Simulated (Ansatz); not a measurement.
Take MgB2 (space group P6/mmm, No. 191; a = 3.0640 Å, c = 3.4977 Å; relaxed with 0.1 eV smearing) as the base. Axes: x lies along a and z along c of the hexagonal cell.

Computed with Ansatz (an electronic-structure program), PBEsol, PAW, cutoff 420 eV, no spin-orbit coupling.

Strains are applied to the cell and any free atomic positions relax.

One change was made to it. Results:

```json
[
 {"quantity": "shortest interatomic distance", "base": "1.769 Å", "after": "1.769 Å"},
 {"quantity": "energy relative to the base (free energy F)", "base": "0 meV/atom", "after": "+0.3 meV/atom"}
]
```

### Question
What was done to the base?
A) tensor shear ε_xz = +0.57 %
B) tensor shear ε_xz = +1.43 %
C) tensor shear ε_xz = +2.00 %

### Answer
A, tensor shear ε_xz = +0.57 %. For comparison, the energy relative to the base in the other runs: tensor shear ε_xz = +1.43 % gives +1.9 meV/atom; tensor shear ε_xz = +2.00 % gives +3.6 meV/atom.

No phonon test of stability was made. The final runs are not spin-polarised.
